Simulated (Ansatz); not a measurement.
Worked example: self-consistent single point of Tc3Pd (P1, 4 atoms in the cell) in Ansatz (an electronic-structure program).

Method of the run: PBEsol, PAW files (plane waves; Ansatz).

The change in words: atoms moved at random. Reference geometry:
```
Tc3Pd
1.0
    2.68894     0.00000     0.00000
   -1.34447     2.32869     0.00000
    0.00000     0.00000     8.75923
Tc Pd
3 1
Direct
  0.00000   0.00000   0.00000
  0.33333   0.66667   0.75574
  0.33333   0.66667   0.24426
  0.00000   0.00000   0.50000
```

Reference input (self-consistent single point, DFT, PBEsol, plane waves, PAW files): kpoints.mp_grid.grid = 14 14 4; hamiltonian.xc = pbesol; hamiltonian.pseudopotentials = {kind: paw} (the program's default PAW files); scf.occupations.method = gaussian; scf.occupations.width = 0.136 eV. This run's input differs from it in these lines:

Ansatz 0.2 input:
```diff
@@ -7,6 +7,6 @@
   atoms:
-    - { symbol: Tc, position_ang: [0.00000000, 0.00000000, 0.00000000] }
-    - { symbol: Tc, position_ang: [-0.00000134, 1.55246078, 6.61970199] }
-    - { symbol: Tc, position_ang: [-0.00000134, 1.55246078, 2.13953001] }
-    - { symbol: Pd, position_ang: [0.00000000, 0.00000000, 4.37961600] }
+    - { symbol: Tc, position_ang: [-0.03062972, -0.00065203, 0.00728768] }
+    - { symbol: Tc, position_ang: [0.03148077, 1.52564358, 6.65583382] }
+    - { symbol: Tc, position_ang: [-0.03287767, 1.58630829, 2.10799677] }
+    - { symbol: Pd, position_ang: [0.03201990, -0.00637595, 4.36772972] }
 kpoints:
```

Log, with long lists cut:

```
SCF iter   1: F=—  HF=-22981.304759 eV  |F-HF|=—  |Δ(HF+E_count)|=         —  Δρ=6.57e-1  dr2=1.43e3  ethr=3.10e-3  ⟨swp⟩=6.2  Hψ=64175  notcnv=0
all-band conjugate gradients solve this SCF's bands
preconditioner: auto → Kerker (q_TF=auto, 2.792 Å⁻¹)
SCF iter   2: F=—  HF=-22924.438350 eV  |F-HF|=—  |Δ(HF+E_count)|=    5.69e1  Δρ=2.15e-1  dr2=2.71e1  ethr=3.10e-3  ⟨swp⟩=4.2  Hψ=52827  notcnv=0  defer=586
   [... lines left out ...]
SCF iter   8: F=—  HF=-22919.679027 eV  |F-HF|=—  |Δ(HF+E_count)|=   1.09e-4  Δρ=2.29e-4  dr2=2.15e-5  ethr=1.23e-6  ⟨swp⟩=2.0  Hψ=19785  notcnv=0  defer=480
SCF iter   9: F=—  HF=-22919.679036 eV  |F-HF|=—  |Δ(HF+E_count)|=   8.82e-6  Δρ=6.23e-5  dr2=6.81e-6  ethr=3.41e-8  ⟨swp⟩=2.2  Hψ=22218  notcnv=0  defer=480
SCF iter  10: F=—  HF=-22919.679035 eV  |F-HF|=—  |Δ(HF+E_count)|=   4.55e-7  Δρ=9.92e-6  dr2=1.06e-7  ethr=1.59e-10  ⟨swp⟩=9.4  Hψ=76628  notcnv=0
SCF iter  11: F=-22919.679035 eV  HF=-22919.679035 eV  |F-HF|=8.86e-9  |Δ(HF+E_count)|=   7.09e-9  Δρ=2.72e-6  dr2=9.91e-9  ethr=1.59e-10  ⟨swp⟩=3.4  Hψ=42050  notcnv=0
SCF 1 converged in 11 iterations: F = -22919.679035 eV  dr2 = 9.91e-9
Free energy (F): -22919.679035 eV
Internal energy: -22919.637955 eV  (E = F + TS)
E sigma→0 (E₀):  -22919.658495 eV
Entropy (-TS):   -0.041080 eV (-10.270 meV/atom)
Fermi energy:    23.143615 eV
--- Forces (eV/Å), atoms counted from 1 ---
  atom   1  Tc     0.09317712     0.02081894    -0.07193066
  atom   2  Tc    -0.15803661     0.12856219    -0.77697146
  atom   3  Tc     0.18306311    -0.19164185     0.68720873
  atom   4  Pd    -0.11820256     0.04226054     0.16170096
--- Stress (GPa, compression-positive) ---
        9.991303       0.015034       0.581467
        0.015034       9.810431      -0.604373
        0.581467      -0.604373       9.291379
  P = ⅓ Tr σ = 9.6977 GPa (96.977 kbar)
  The stress holds the Pulay correction. Without it, at fixed plane waves, as pw.x and ABINIT print it: P = 9.6724 GPa
```

The run converged in 11 iterations. Against the reference run the free energy rises by 11.1 meV/atom, the pressure goes from 8.53 to 9.70 GPa and the largest force goes from 0.133 to 0.803 eV/Å.

The starting cell comes from a database of computed structures (which also holds hypothetical and non-ambient phases and stackings), without a prior relaxation at this level. Its lattice was rescaled by a random factor within 2.5 % of one. For this run, on top of that: atoms moved at random. Spin polarisation is off. With a pressure of about 10 GPa the cell is away from its equilibrium volume at this level. Ansatz's pressure includes its estimate of the finite-basis (Pulay) stress.

Cost on one core of a shared machine: roughly 2 min.
